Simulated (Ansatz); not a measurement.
Start from AlRu in the CsCl type structure (space group Pm-3m, No. 221; relaxed with 0.1 eV smearing).

```
AlRu
1.0
    3.00482     0.00000     0.00000
    0.00000     3.00482     0.00000
    0.00000     0.00000     3.00482
Al Ru
1 1
Direct
  0.50000   0.50000   0.50000
  0.00000   0.00000   0.00000
```

Method: Ansatz (a first-principles code) PBE, scalar-relativistic without spin-orbit coupling.

Strains are applied to the cell and any free atomic positions relax.

One change was made to it. Results:

The pressure goes from zero to 22.6 GPa; the energy rises by 77 meV/atom.

Question: Which of these changes matches the shifts?
A) isotropic strain −1.50 %
B) isotropic strain −3.00 %
C) isotropic strain +1.00 %

Answer: B, isotropic strain −3.00 %. For comparison, the energy relative to the base in the other runs: isotropic strain −1.50 % gives +18 meV/atom; isotropic strain +1.00 % gives +7.5 meV/atom.

No phonon test of stability was made. All final runs are without spin polarisation.
